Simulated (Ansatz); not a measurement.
Terminations of the (111)B surface of zinc-blende CdTe (Te plane on top), measured from the surface '2x2 with 2 H on 4 top atoms'. Atoms come from or go to: Cl: ½ Cl2(g), H: ½ H2(g), Mg: hcp Mg, N: ½ N2(g), O: ½ O2(g), Te: trigonal Te. ΔE is the energy of forming the row's surface from that one (negative: more stable at these reservoirs); the vacuum level's shift is aligned on the shared bottom. No zero-point or thermal terms. These are constructed structures in small cells; real faces may alloy, dewet or reconstruct in larger ones, and not all known structures of the face are among them. Slabs of about 16 Å with all that they carry, Fermi-Dirac smearing of 0.025 eV. Bottom of the slabs: H caps. Relaxed from the named starts with such symmetry as they have, on meshes of like density; energies extrapolated to zero smearing; no spin-orbit coupling, no U. Spin-polarised runs, if any, are marked in brackets, and their order is one that fits the cell; the others ran without spin. Where a second, spin-polarised start was run, the lower counts. A dash marks a value that is undefined for that row (no clear gap, or no work function of a gapped slab) or was not read reliably on its mesh.

All values below come from PBE (plane waves to 420 eV, PAW; Ansatz, an electronic-structure program).

```csv
surface,atoms added per 1x1,ΔE per 1x1 (eV),slab gap (eV),shift of the vacuum level (eV),work function (eV)
2x2 cell from a buckled start,-0.5 H,0.30,–,0.93,6.01
OH on every top atom,"+0.5 H, +1 O",-1.23,–,1.09,5.57
relaxed from the ideal Te-terminated 1x1,-0.5 H,0.30,–,0.94,6.02
2x2 O adatom at T4 (2 O–Te bonds formed; 4 Cd–Te bonds broke),"-0.5 H, +0.25 O",0.14,0.55,0.50,–
2x2 O adatom at H3 (3 O–Te bonds formed; 1 Cd–Te bonds broke),"-0.5 H, +0.25 O",0.22,0.55,0.54,–
"2x2 Te vacancy [spin start, no net moment]","-0.5 H, -0.25 Te",0.11,–,0.54,–
2x2 Mg adatom at H3,"-0.5 H, +0.25 Mg",-0.25,0.87,0.25,–
"2x2 with 3 H on 4 top atoms [spin start, no net moment]",+0.25 H,0.38,–,-0.96,2.78
H on every top atom (like top atoms buckled by 0.8 Å),+0.5 H,0.83,0.24,-0.61,–
"Te trimer, 2x2 (like top atoms buckled by 1.1 Å)","-0.5 H, +0.75 Te",0.40,–,-0.36,–
Cl on every top atom (like top atoms buckled by 0.9 Å),"+1 Cl, -0.5 H",-0.18,–,1.72,–
2x2 with 2 NH2 on 4 top atoms,"+0.5 H, +0.5 N",?,?,-0.10,–
```

Task: What belongs in the gaps?

Result: 
- 2x2 with 2 NH2 on 4 top atoms, ΔE per 1x1 (eV): -0.07
- 2x2 with 2 NH2 on 4 top atoms, slab gap (eV): 1.05
